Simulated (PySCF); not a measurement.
PySCF 2.14.0, PBE0/def2-svp: acene of 2 rings, 18 atoms. The geometry is a generated start, not checked to be a minimum at this level.

```json
{
 "task": "energy",
 "method": "pbe0",
 "basis": "def2-svp",
 "two_electron_scheme": "exact four-centre integrals",
 "mol.max_memory": "3000 MB",
 "mf.init_guess": "minao (default)",
 "mf.DIIS": "CDIIS (default)",
 "mf.diis_space": "8 (default)",
 "mf.conv_tol": "1e-09 (default)",
 "mf.grids.level": "3 (default)",
 "basis_functions": "180",
 "grid_points": "219648"
}
```

It runs on a single node (AMD EPYC (Zen 5), 96 cores on 1 socket, no SMT, 12 L3 cache groups; 94 cores' worth of CPU time may be used).

Each time is the median wall time of two to five repeats, run one at a time on the otherwise empty machine; start-up is included. Unless noted, each process is bound to its own block of adjacent cores. The times hold for this build (conda-forge: OpenMP (GNU), OpenBLAS with its own threads, libcint, Libxc). Scratch files lie in a memory file system. This build's BLAS runs threads of its own beside OpenMP's, on the same cores; «BLAS threads» counts them.

The candidates, on 32 cores each, agree within 1.0 meV/atom in energy:
A. 32 threads, 1 BLAS thread, spread over cache groups
B. 32 threads, 1 BLAS thread, unpinned
C. 32 threads, 1 BLAS thread, OMP_PROC_BIND=close OMP_PLACES=cores
D. 32 threads, 1 BLAS thread
E. 32 threads, 1 BLAS thread, OMP_WAIT_POLICY=active
F. 32 threads, 4 BLAS threads

Q: Which choice gives the shortest wall time?

A: C and E and D, at 2.0 s, level within 8 % or the scatter of repeats. At the other end F takes 3.6× as long.

```json
[
 {"candidate": "C", "wall time": "2.0 s", "repeats": "3 runs within 1 %", "Fock builds (products with the orbital Hessian counted alike)": "11"},
 {"candidate": "E", "wall time": "2.0 s", "repeats": "3 runs within 2 %", "Fock builds (products with the orbital Hessian counted alike)": "11"},
 {"candidate": "D", "wall time": "2.0 s", "repeats": "3 runs within 1 %", "Fock builds (products with the orbital Hessian counted alike)": "11"},
 {"candidate": "B", "wall time": "2.2 s", "repeats": "3 runs within 3 %", "Fock builds (products with the orbital Hessian counted alike)": "11"},
 {"candidate": "A", "wall time": "2.4 s", "repeats": "3 runs within 15 %", "Fock builds (products with the orbital Hessian counted alike)": "11"},
 {"candidate": "F", "wall time": "7.2 s", "repeats": "3 runs within 2 %", "Fock builds (products with the orbital Hessian counted alike)": "11"}
]
```

From the slowest to the fastest: The largest move is in exchange-correlation on the grid (vxc): 5.7 s to 0.82 s. With 4 BLAS threads beside the program's own on the same cores the CPU time is 173 s against 35 s. The BLAS threads cost time here: 32 threads, 4 BLAS threads takes 7.2 s and 170 core-seconds of CPU time, the same layout with one BLAS thread 2.0 s and 35. Launch, exit and the like take 0.75 s of the 2.0 s.
